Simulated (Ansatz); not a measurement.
# Carrier properties of monolayer SnS2

Data:

```yaml
crystal:
  lattice:
    - [3.73840, 0.00000, 0.00000]
    - [-1.86920, 3.23755, 0.00000]
    - [0.00000, 0.00000, 18.93629]
  atoms:
    - { symbol: Sn, position: [0.00000, 0.00000, 0.50000] }
    - { symbol: S, position: [0.33333, 0.66667, 0.57738] }
    - { symbol: S, position: [0.66667, 0.33333, 0.42262] }
```

These are PBE with spin-orbit coupling, rigid bands (plane waves, PAW; Ansatz, an electronic-structure program) values and carry that method's errors. Condition of this run: biaxial strain +1 % with spin-orbit coupling. Cell: cell and atoms relaxed with PBE, then loaded as said.

The band gap is 1.59 eV and the electron conductivity mass (300 K, dilute) is 0.41 mₑ. The hole conductivity mass (300 K, dilute) is 0.58 mₑ and the effective density of states N_c (300 K) is 1.5e13 cm⁻². The effective density of states N_v (300 K) is 5.5e13 cm⁻². The Seebeck coefficient, n-type 1.9e12 cm⁻², 300 K is -350 μV/K and the Seebeck coefficient, p-type 1.9e12 cm⁻², 300 K is 452 μV/K.

Rigid bands; masses and Seebeck coefficients take one relaxation time τ for all states and one kind of carrier; polarons and phonon drag are left out.
